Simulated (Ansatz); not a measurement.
# HfO2 (model structure, started from the 3R-MoS2 type, R3m, No. 160, 3 atoms in the cell)

Calculation: PBEsol in Ansatz (plane waves, PAW).

Settings: plane-wave cutoff 520 eV, 14×14×14 k mesh, Fermi–Dirac smearing 0.01 eV, scalar-relativistic PAW data made under PBE.

Cell (relaxed at this level):

HfO2 has the trigonal space group R3m, hexagonal axes (No. 160), Pearson symbol hR3. Conventional cell: a = b = 3.087 Å, c = 15.374 Å, α = β = 90.00°, γ = 120.00°. Hf on 3a has 6 O at 2.123 Å. O1 on 3a is surrounded by 3 Hf at 2.125 Å (trigonal pyramidal). O2 on 3a is coordinated by 3 Hf at 2.123 Å (trigonal pyramidal). (Neighbours: up to the widest gap in distance over summed covalent radii, below 1.35, at either atom; cation-cation and far metal-metal contacts left out.)
(The calculation used a cell of 3 atoms; values per cell refer to that cell.)

- band gap: 1.61 eV
- smallest direct gap on the k points sampled: 2.01 eV
- Γ–Γ gap: 2.99 eV

Note: the relaxation could raise the start's symmetry but not lower it, so the cell can be a saddle point; the cell has widely spaced layers and the level no dispersion term, so their spacing and the moduli can rest on weak binding.

Spin–orbit coupling is not included.

Computed values are for the static lattice.

Cost on a shared machine: around 30 core-seconds (rough).

A model structure was made by putting elements into a prototype or built by hand; it is no filed structure, need not be a known phase, and can be a saddle point held by its symmetry.

Ansatz is a quantum-chemistry and plane-wave program.
